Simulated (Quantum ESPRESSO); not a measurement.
## A series of runs on Zr6Al16Pt7 (Fm-3m, 29 atoms in the cell)

```yaml
crystal:
  lattice:
    - [-6.33248, 0.00000, 6.33248]
    - [0.00000, 6.33248, 6.33248]
    - [-6.33248, 6.33248, 0.00000]
  atoms:
    - { symbol: Zr, position: [0.68600, 0.68600, 0.31400] }
    - { symbol: Zr, position: [0.31400, 0.31400, 0.68600] }
    - { symbol: Zr, position: [0.31400, 0.68600, 0.68600] }
    - { symbol: Zr, position: [0.68600, 0.31400, 0.31400] }
    - { symbol: Zr, position: [0.68600, 0.31400, 0.68600] }
    - { symbol: Zr, position: [0.31400, 0.68600, 0.31400] }
    - { symbol: Al, position: [0.87975, 0.87975, 0.36076] }
    - { symbol: Al, position: [0.12025, 0.12025, 0.63924] }
    - { symbol: Al, position: [0.12025, 0.63924, 0.12025] }
    - { symbol: Al, position: [0.87975, 0.36076, 0.87975] }
    - { symbol: Al, position: [0.87975, 0.87975, 0.87975] }
    - { symbol: Al, position: [0.12025, 0.12025, 0.12025] }
    - { symbol: Al, position: [0.63924, 0.12025, 0.12025] }
    - { symbol: Al, position: [0.36076, 0.87975, 0.87975] }
    - { symbol: Al, position: [0.66538, 0.66538, 0.00386] }
    - { symbol: Al, position: [0.33462, 0.33462, 0.99614] }
    - { symbol: Al, position: [0.33462, 0.99614, 0.33462] }
    - { symbol: Al, position: [0.66538, 0.00386, 0.66538] }
    - { symbol: Al, position: [0.66538, 0.66538, 0.66538] }
    - { symbol: Al, position: [0.33462, 0.33462, 0.33462] }
    - { symbol: Al, position: [0.99614, 0.33462, 0.33462] }
    - { symbol: Al, position: [0.00386, 0.66538, 0.66538] }
    - { symbol: Pt, position: [0.00000, 0.00000, 0.00000] }
    - { symbol: Pt, position: [0.00000, 0.00000, 0.50000] }
    - { symbol: Pt, position: [0.50000, 0.50000, 0.00000] }
    - { symbol: Pt, position: [0.50000, 0.00000, 0.00000] }
    - { symbol: Pt, position: [0.00000, 0.50000, 0.50000] }
    - { symbol: Pt, position: [0.00000, 0.50000, 0.00000] }
    - { symbol: Pt, position: [0.50000, 0.00000, 0.50000] }
```

Base run A: PBEsol, GBRV 1.5 ultrasoft (PBESOL) pseudopotentials run with Quantum ESPRESSO, self-consistent single point.

Its settings: ecutwfc = 40 Ry; ecutrho = 320 Ry; occupations = smearing; smearing = cold; degauss = 0.0036749 Ry; potentials = {Zr: zr_pbesol_v1.uspp.F.UPF, Al: al_pbesol_v1.uspp.F.UPF, Pt: pt_pbesol_v1.4.uspp.F.UPF}; K_POINTS = automatic 3 3 3 0 0 0; conv_thr = 1e-11 Ry; mixing_beta = 0.3.

The starting cell comes from a database of computed structures (which also holds hypothetical and non-ambient phases and stackings), without a prior relaxation at this level. Its lattice was rescaled by a random factor within 2.5 % of one. Spin polarisation is off. In the base run, with a pressure of about -11 GPa the cell is away from its equilibrium volume at this level.

ΔF is the free energy per atom less that of run A. 

Runs:
- B: lattice scaled by 0.97
- C: lattice scaled by 0.97; ecutwfc: 40 Ry → 24 Ry; ecutrho: 320 Ry → 192 Ry
- D: lattice scaled by 0.985
- E: lattice scaled by 0.985; ecutwfc: 40 Ry → 24 Ry; ecutrho: 320 Ry → 192 Ry
- F: lattice scaled by 1.015
- G: lattice scaled by 1.015; ecutwfc: 40 Ry → 24 Ry; ecutrho: 320 Ry → 192 Ry
- H: lattice scaled by 1.03
- I: lattice scaled by 1.03; ecutwfc: 40 Ry → 24 Ry; ecutrho: 320 Ry → 192 Ry
- J: ecutwfc: 40 Ry → 24 Ry; ecutrho: 320 Ry → 192 Ry

```tsv
run	ΔF (meV/atom)	pressure (GPa)	largest force (eV/Å)
A	0.00	-11.33	0.170
B	-53.3	0.73	0.041
C	200.1	-18.43	0.042
D	-41.4	-6.00	0.102
E	220.2	-24.77	0.102
F	66.4	-15.54	0.254
G	324.9	-32.56	0.253
H	154.1	-18.81	0.329
I	413.9	-35.18	0.327
J	256.4	-28.99	0.170
```

Run F against A: The free energy goes up by 66.4 meV/atom, the pressure goes from -11.33 to -15.54 GPa and the largest force goes from 0.170 to 0.254 eV/Å.

Run C against A: The free energy rises by 200 meV/atom, the pressure goes from -11.33 to -18.43 GPa and the largest force goes from 0.170 to 0.042 eV/Å.

Run G against A: The free energy rises by 325 meV/atom, the pressure goes from -11.33 to -32.56 GPa and the largest force goes from 0.170 to 0.253 eV/Å.
